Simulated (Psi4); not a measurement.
Psi4 1.11, PBE/def2-svp: V(S)(F)2(OiPr) (CC(C)[O][V]([F])([F])=[S]), 15 atoms. The geometry is a generated start, not checked to be a minimum at this level.

- task = energy
- method = pbe
- basis = def2-svp
- memory = 3 GB
- maxiter = 100
- keys of the molecule block = symmetry c1
- scf_type = df (default)
- guess = auto, which took SAD (default)
- scf_initial_accelerator = adiis (default)
- e_convergence = 1e-06 (default)
- d_convergence = 1e-06 (default)
- dft_radial_points = 75 (default)
- dft_spherical_points = 302 (default)
- basis functions = 168
- grid points = 318478

```xyz
15

V      0.6791     0.7111     1.9959
S      2.4794    -0.0079     1.3231
F      0.3387    -0.3435     3.2337
F      1.0457     2.2945     2.3474
O     -0.3012     0.5624     0.7587
C     -0.7356     0.1544    -0.4782
C     -0.9363    -1.3641    -0.4371
C      0.3226     0.5563    -1.5127
H     -1.6921     0.6575    -0.7010
H      0.0080    -1.8363    -0.1551
H     -1.2534    -1.7284    -1.4113
H     -1.6950    -1.6182     0.3019
H      0.4925     1.6318    -1.4637
H      1.2577     0.0398    -1.2884
H     -0.0102     0.2905    -2.5132
```

Charge 0 and multiplicity 1 are set for this test and not shown to be the ground state.

One run each on 2 threads. Values of diis_max_vecs tried: 3, 6, 10 (default), 20.

Question: Predict the course of the SCF iterations along this series.

Answer: Fewest SCF iterations, within one of each other: 10 (default) with 12, 20 with 13. The count rises to 14 at 6. The run ends without SCF convergence in 100 iterations at 3.

```json
[
 {"diis_max_vecs": "3", "SCF iterations": "100", "end": "no convergence"},
 {"diis_max_vecs": "6", "SCF iterations": "14", "end": "same solution"},
 {"diis_max_vecs": "10 (default)", "SCF iterations": "12", "end": "same solution"},
 {"diis_max_vecs": "20", "SCF iterations": "13", "end": "same solution"}
]
```
